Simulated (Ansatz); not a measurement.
# AlN: response to strain

The reference is AlN in the wurtzite structure (space group P6_3mc, No. 186).

```
CELL_PARAMETERS angstrom
      3.13023     0.00000     0.00000
     -1.56512     2.71086     0.00000
      0.00000     0.00000     5.01801
ATOMIC_POSITIONS crystal
  Al 0.33333 0.66667 0.00023
  Al 0.66667 0.33333 0.50023
  N  0.33333 0.66667 0.38177
  N  0.66667 0.33333 0.88177
```

Cartesian axes are those of the cell as printed.

Strains are applied to the cell and any free atomic positions relax; under biaxial strain the out-of-plane vector relaxes too.

Level of theory: Kohn–Sham DFT with the PBE functional, run in Ansatz (a first-principles code) with PAW and 420 eV plane waves, spin-orbit coupling left out.

Candidates:
(a) biaxial strain −2.40 %, plane normal [001], relaxed out of plane
(b) biaxial strain −1.80 %, plane normal [001], relaxed out of plane
(c) biaxial strain −0.60 %, plane normal [001], relaxed out of plane
(d) biaxial strain −1.20 %, plane normal [001], relaxed out of plane

Before the change:

The band gap comes out as 4.03 eV.

**Question.** Order them by band gap, highest first.

**Answer.** (a) biaxial strain −2.40 %, plane normal [001], relaxed out of plane (4.39 eV), (b) biaxial strain −1.80 %, plane normal [001], relaxed out of plane (4.36 eV), (d) biaxial strain −1.20 %, plane normal [001], relaxed out of plane (4.27 eV), (c) biaxial strain −0.60 %, plane normal [001], relaxed out of plane (4.15 eV)

Stability against distortions was not tested.
